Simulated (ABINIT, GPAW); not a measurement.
An ABINIT input for a self-consistent single point of HgPt₃ (Cmmm, 4 atoms in the cell) (DFT, LDA (PW92), plane waves, PAW (JTH v2.0 LDA PAW)):

```
# HgPt3, JTH v2.0 LDA PAW
pp_dirpath "./"
pseudos "Hg.LDA_PW-JTH.xml, Pt.LDA_PW-JTH.xml"
acell 9.5313040496 9.5313040496 5.6210753954
rprim
         0.5915145784   -0.8062943033    0.0000000000
         0.5915145784    0.8062943033    0.0000000000
         0.0000000000    0.0000000000    1.0000000000
natom 4
ntypat 2
znucl 80 78
typat 1 2 2 2
xcart
         0.0000000000    0.0000000000    0.0000000000
         5.6379052962    0.0000000000    0.0000000000
         2.8189526481    3.8425180792    2.8105376977
         2.8189526481   -3.8425180792    2.8105376977
ecut 571 eV
pawecutdg 1143 eV
pawxcdev 0
occopt 7
tsmear 0.2 eV
nband 28
kptopt 1
ngkpt 6 6 9
nshiftk 1
shiftk 0 0 0
nstep 80
toldfe 1.0e-09
prtwf 0
prtden 0
enunit 2
```

Problem. Translate this input to GPAW.

Solution. This is the input that was run; spellings and numerical settings could be chosen otherwise.

```python
from ase import Atoms
from ase.units import GPa
from gpaw import GPAW, PW

atoms = Atoms(['Hg', 'Pt', 'Pt', 'Pt'],
              cell=[[2.983451, -4.066746, 0.000000],
                    [2.983451, 4.066746, 0.000000],
                    [0.000000, 0.000000, 2.974545]],
              scaled_positions=[[0.000000, 0.000000, 0.000000],
                                [0.500000, 0.500000, 0.000000],
                                [0.000000, 0.500000, 0.500000],
                                [0.500000, 0.000000, 0.500000]],
              pbc=True)

calc = GPAW(mode=PW(550),
            xc='LDA',
            kpts={'size': (6, 6, 9), 'gamma': True},
            occupations={'name': 'methfessel-paxton', 'width': 0.2, 'order': 0},
            nbands=-12,
            convergence={'density': 1e-05, 'energy': 1e-05},
            symmetry={'symmorphic': False, 'tolerance': 0.0005},
            maxiter=120,
            txt='-')

atoms.calc = calc

energy = atoms.get_potential_energy()
print('Energy (eV):', round(energy, 6))
forces = atoms.get_forces()
print('Forces (eV/Ang):')
print(forces.round(5))
stress = atoms.get_stress()
print('Stress (GPa, Voigt):', (stress / GPa).round(4))
```

Basis, cutoffs, solver keys and any potentials are the target program's own. This input uses DFT LDA (Perdew-Wang 92), plane waves, GPAW PAW datasets LDA (gpaw-data 1.0.1). LDA parametrisations can differ slightly between programs. Both were run: pressure -23.73 GPa in ABINIT and -23.46 in GPAW.

On ABINIT: the starting cell comes from a database of computed structures (which also holds hypothetical and non-ambient phases and stackings), without a prior relaxation at this level. Its lattice was rescaled by a random factor within 2.5 % of one. Spin polarisation is off. With a pressure of about -24 GPa the cell is away from its equilibrium volume at this level.

On GPAW: the starting cell comes from a database of computed structures (which also holds hypothetical and non-ambient phases and stackings), without a prior relaxation at this level. Its lattice was rescaled by a random factor within 2.5 % of one. Spin polarisation is off. With a pressure of about -23 GPa the cell is away from its equilibrium volume at this level.
